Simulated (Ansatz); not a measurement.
## How the lattice parameter c of PbTe (model structure, started from the litharge type, P4/nmm, No. 129, 4 atoms in the cell) moves with the method

No measured value is used here.

```json
[
 {"level (code)": "PBE (Ansatz)", "value (Å)": "4.328"},
 {"level (code)": "PBEsol (Ansatz)", "value (Å)": "3.968"},
 {"level (code)": "PBE-D3(BJ) (Ansatz)", "value (Å)": "4.233"}
]
```

Density-functional levels without +SOC have no spin–orbit coupling. PBE-D3(BJ): a distance lies near a switch of the dispersion term, which can move the cell. Ansatz's density-functional and Hartree–Fock values are scalar-relativistic unless marked +SOC, with PAW data made under PBE.

A model structure was made by putting elements into a prototype or built by hand; it is no filed structure, need not be a known phase, and can be a saddle point held by its symmetry.

Ansatz is a first-principles code.
